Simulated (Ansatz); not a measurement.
F on the 1x1 (111) surface of fcc Pt, one in a 2x2 cell, energies for each (27.3 Å²). Energies are against ½ F2(g), without zero-point or thermal terms; each row is named by its start.

The numbers are results of PBE (plane waves to 420 eV, PAW; Ansatz, a quantum-chemistry and plane-wave program), not measurements.

Slab: 17 atoms, 6.9 Å thick at the start under the adsorbate (thin: gaps and levels are the slab's own); k 6x6x1, smearing 0.1 eV, dipole-corrected; 8 atoms held, the rest relaxed; each run with such symmetry as its start has; no spin, no spin-orbit, no U, no dispersion correction.

A negative adsorption energy means that the adsorbate is more stable on the surface than in its reference. Heights count from the host atoms within 0.3 Å of the top one.

```
starting site                           E_ads (eV)  height (Å)  nearest host atom (Å)  bonded to  Δ work function (eV)  lateral drift (Å)
--------------------------------------  ----------  ----------  ---------------------  ---------  --------------------  -----------------
top Pt                                         [?]        2.04                Pt 1.96         Pt                  1.47                0.0
hollow Pt-Pt-Pt over Pt at depth 2.3 Å         [?]        1.77                Pt 2.40       3 Pt                  1.07                0.0
hollow Pt-Pt-Pt over Pt at depth 4.6 Å       -1.45        1.70                Pt 2.36       3 Pt                  0.79                0.0
bridge Pt-Pt (span 2.8 Å)                      [?]         [?]                Pt 2.22       2 Pt                  0.84                0.2
```

**Question.** Fill in the missing entries.

**Answer.** 
- top Pt, E_ads (eV): -1.77
- hollow Pt-Pt-Pt over Pt at depth 2.3 Å, E_ads (eV): -1.30
- bridge Pt-Pt (span 2.8 Å), E_ads (eV): -1.58
- bridge Pt-Pt (span 2.8 Å), height (Å): 1.74
